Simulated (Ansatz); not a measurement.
The parent structure is Al$_{2}$CdS$_{4}$ (space group I-4, No. 82; a = 5.521 Å, c = 10.154 Å).

Calculations: PBEsol/PAW in Ansatz (an electronic-structure program), without spin-orbit coupling.

Strains are applied to the cell and any free atomic positions relax.

One change was made to it. Results:

```json
[
 {"quantity": "band gap", "base": "2.82 eV", "after": "2.97 eV"},
 {"quantity": "largest internal atomic displacement", "base": "–", "after": "0.053 Å"},
 {"quantity": "gap character", "base": "indirect, k = (0.222, -0.222, 1/3) in the run's primitive reciprocal basis → Γ", "after": "direct at Γ"},
 {"quantity": "electron mass", "base": "0.36 mₑ along c, 0.23 mₑ across (at Γ)", "after": "0.63 mₑ along c, 0.23 mₑ across (at Γ)"}
]
```

Q: Which change produced these results?
A) isotropic strain −1.50 %
B) isotropic strain −2.25 %
C) isotropic strain −0.75 %

A: A, isotropic strain −1.50 %. For comparison, the band gap in the other runs: isotropic strain −2.25 % gives 3.02 eV; isotropic strain −0.75 % gives 2.91 eV.

Masses are band curvatures over ±0.01 Å⁻¹ around the edge. Whether these cells are dynamically stable was not tested.
